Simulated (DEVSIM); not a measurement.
Structure: Ni/Al2O3/p-Si capacitor, at 250 K.

```csv
layer (left to right),material,thickness (nm),Na (cm⁻³)
1,Al2O3,2.20,-
2,Si,360,2.6e18
```

Metal gate on the left, work function 5.1 eV. Fixed charge at the semiconductor interface 0 cm⁻² (in units of +e); no interface traps.

This is a model device: material constants are rounded textbook-type values typed into the input, and sizes, dopings and lifetimes were drawn at random. Values at 300 K; Nc and Nv go as T^1.5, mobilities as T to minus their exponent, the gap by Varshni's rule with the affinity fixed.

| parameter | Al2O3 | Si |
|---|---|---|
| gap (eV) | 6.8 | 1.124 |
| affinity (eV) | 1.35 | 4.05 |
| permittivity | 9 | 11.7 |
| Nc (cm⁻³) | - | 2.86e19 |
| Nv (cm⁻³) | - | 3.1e19 |
| Varshni α (eV/K) | - | 0.000473 |
| Varshni β (K) | - | 636 |

Model (solved in DEVSIM): 1D Poisson equation in equilibrium, Boltzmann statistics, complete ionisation; no quantum confinement or tunnelling. Metal contacts follow the ideal Schottky-Mott rule: no Fermi-level pinning, no interface dipoles.

Base results: flat-band voltage (V) -0.04; minimum of the low-frequency capacitance (μF/cm²) 0.437; capacitance of the dielectric stack (μF/cm²) 3.62.

Q: What follows from this one change: substrate doping 2.6e+18 → 1.3e+18 cm^-3?

A: flat-band voltage -0.04 → -0.02 V; minimum of the low-frequency capacitance 0.437 → 0.327 μF/cm²; capacitance of the dielectric stack little changed (3.62 μF/cm²).

Q: What follows from this one change: temperature 250 → 300 K?

A: flat-band voltage -0.04 → -0.01 V; minimum of the low-frequency capacitance 0.437 → 0.446 μF/cm²; capacitance of the dielectric stack little changed (3.62 μF/cm²).

Q: What follows from this one change: gate work function 5.1 → 4.8 eV?

A: flat-band voltage -0.04 → -0.34 V; minimum of the low-frequency capacitance little changed (0.437 μF/cm²); capacitance of the dielectric stack little changed (3.62 μF/cm²).

Q: What follows from this one change: fixed charge 0 → 9.6e+12 cm^-2?

A: flat-band voltage -0.04 → -0.46 V; minimum of the low-frequency capacitance little changed (0.433 μF/cm²); capacitance of the dielectric stack little changed (3.62 μF/cm²).

Q: What follows from this one change: interface trap density 0 → 1e+11 cm^-2 eV^-1?

A: flat-band voltage little changed (-0.04 V); minimum of the low-frequency capacitance 0.437 → 0.449 μF/cm²; capacitance of the dielectric stack little changed (3.62 μF/cm²).
